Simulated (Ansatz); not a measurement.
Start from WSe2 (space group P6_3/mmc, No. 194; a = 3.279 Å, c = 12.786 Å; layered, stacked along the Cartesian z axis).

The values are results of PBE-D3(BJ), PAW, 420 eV (Ansatz, a first-principles code; scalar-relativistic without spin-orbit coupling), earlier PAW set, not measurements.

Base values:

```
Quantity                                              Result
----------------------------  ------------------------------
Gap between the host's bands                         0.87 eV
Gap character                 indirect, Γ → K–Γ (47 % along)
```

It is then changed as follows: 1.19 electrons added to each cell, a density of 1.0×10^22 cm⁻³, with a uniform compensating background at fixed cell and a 300 K Fermi–Dirac width.

Problem. Estimate the effect on the Fermi level from band edge, gap between the host's bands, largest internal atomic displacement and gap character.

Solution. The Fermi level relative to the doped band's edge (positive inside the band; to 0.05 eV) amounts to +0.85 eV; the gap between the host's bands falls by 0.096 eV (0.87 eV → 0.78 eV); the largest internal atomic displacement amounts to 0.038 Å; the gap character stays indirect, Γ → K–Γ (47 % along).

Charged cell with a jellium background: band edges are those of the host's band count, energies are not comparable with the neutral cell, and many-body gap narrowing is missing. Spin-orbit coupling, missing from the scalar runs, can matter with W. Whether these cells are dynamically stable was not tested.
